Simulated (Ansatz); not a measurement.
Start from Sn in the diamond structure (space group Fd-3m, No. 227; a = 6.540 Å; relaxed with 0.1 eV smearing). Axes: x, y, z lie along the cube axes.

Calculations: Ansatz (a quantum-chemistry and plane-wave program) PBEsol, no spin-orbit coupling.

For the base:

| Item | Value |
|---|---|
| Shortest interatomic distance | 2.832 Å |

It is then changed as follows: a pure shear with ε_xy = ε_yx = 0.0057; the atoms relax in the strained cell.

How does this affect the stress, energy relative to the base and shortest interatomic distance?

The stress (xx, yy, zz, yz, xz, xy; compression positive) is (0.0, 0.0, 0.0, 0.0, 0.0, -0.3) GPa; the energy goes up by 0.4 meV/atom; the shortest interatomic distance drops by 0.003 Å to 2.829 Å.

No phonon test of stability was made.
